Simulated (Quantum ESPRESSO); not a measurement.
Worked example: self-consistent single point of Si3N4 (P1, 14 atoms in the cell) in Quantum ESPRESSO.

Method: PBEsol, GBRV 1.5 ultrasoft (PBESOL) pseudopotentials (plane waves; Quantum ESPRESSO).

```
CELL_PARAMETERS angstrom
      0.00000     3.89372     3.89372
      3.89372     0.00000     3.89372
      3.89372     3.89372     0.00000
ATOMIC_POSITIONS crystal
  Si 0.13589 0.11927 0.61680
  Si 0.12979 0.62642 0.12313
  Si 0.12639 0.12269 0.12459
  Si 0.62104 0.12555 0.12986
  Si 0.73907 0.75132 0.75560
  Si 0.50236 0.50369 0.49094
  N  0.36872 0.36453 0.37082
  N  0.34561 0.88133 0.89074
  N  0.36520 0.36415 0.90181
  N  0.88419 0.36014 0.88014
  N  0.89708 0.36553 0.37062
  N  0.88665 0.88383 0.87740
  N  0.36847 0.89675 0.36260
  N  0.87954 0.88479 0.35496
```

Reference input (self-consistent single point, DFT, PBEsol, plane waves, GBRV 1.5 ultrasoft (PBESOL) pseudopotentials): ecutwfc = 40 Ry; ecutrho = 200 Ry; occupations = smearing; smearing = gaussian; degauss = 0.0036749 Ry; potentials = {Si: si_pbesol_v1.uspp.F.UPF, N: n_pbesol_v1.2.uspp.F.UPF}; K_POINTS = automatic 4 4 4 0 0 0; conv_thr = 1e-10 Ry; mixing_beta = 0.5. This run's input differs from it in these lines:

```diff
@@ -45,3 +45,3 @@
 K_POINTS automatic
-4 4 4  0 0 0
+4 4 4  0 0 1
```

Log, with long lists cut:

```
     Self-consistent Calculation

     iteration #  1     ecut=    40.00 Ry     beta= 0.50

     total energy              =    -218.41579096 Ry
     estimated scf accuracy    <       3.03420118 Ry

     iteration #  2     ecut=    40.00 Ry     beta= 0.50

     total energy              =    -219.23585736 Ry
     estimated scf accuracy    <       0.20264075 Ry

     iteration #  3     ecut=    40.00 Ry     beta= 0.50

     total energy              =    -219.24713525 Ry
     estimated scf accuracy    <       0.02623831 Ry

   [... 6 blocks of this kind left out ...]

     iteration # 10     ecut=    40.00 Ry     beta= 0.50

     total energy              =    -219.25267724 Ry
     estimated scf accuracy    <          1.2E-09 Ry

     iteration # 11     ecut=    40.00 Ry     beta= 0.50
     End of self-consistent calculation

     Number of k-points >= 100: set verbosity='high' to print the bands.

     the Fermi energy is    12.4945 ev

!    total energy              =    -219.25267724 Ry
     estimated scf accuracy    <          9.0E-11 Ry
     smearing contrib. (-TS)   =      -0.00000000 Ry
     internal energy E=F+TS    =    -219.25267724 Ry

     convergence has been achieved in  11 iterations

     Forces acting on atoms (cartesian axes, Ry/au):

     atom    1 type  1   force =     0.06809279   -0.02152300   -0.04307407
     atom    2 type  1   force =     0.00183432   -0.02569956   -0.05065495
     atom    3 type  1   force =     0.03681349   -0.03522647    0.00389926
     atom    4 type  1   force =    -0.04758488    0.00031520    0.05008213
   [... lines left out ...]

     Total force =     0.174248     Total SCF correction =     0.000015

          total   stress  (Ry/bohr**3)                   (kbar)     P=      -43.54
  -0.00031141  -0.00003446   0.00000978          -45.81       -5.07        1.44
  -0.00003446  -0.00030819   0.00002163           -5.07      -45.34        3.18
   0.00000978   0.00002163  -0.00026833            1.44        3.18      -39.47

   JOB DONE.
```

The run converged in 11 iterations. Against the reference run the free energy stays essentially unchanged (within 1 meV/atom), the pressure moves little (-4.36 to -4.35 GPa), the largest force hardly changes (2.145 to 2.144 eV/Å) and the gap on the mesh goes from 2.779 to 3.076 eV. The full log also holds: “c_bands:  1 eigenvalues not converged”.

The starting cell comes from a database of computed structures (which also holds hypothetical and non-ambient phases and stackings), without a prior relaxation at this level. Its atoms were displaced at random from the sites of space group no. 227. Forces in this geometry exceed 1 eV/Å. Another mesh or the band path of this cell gives a smaller gap, so this value is not converged in the mesh.

Cost on one core of a shared machine: roughly 8 min.
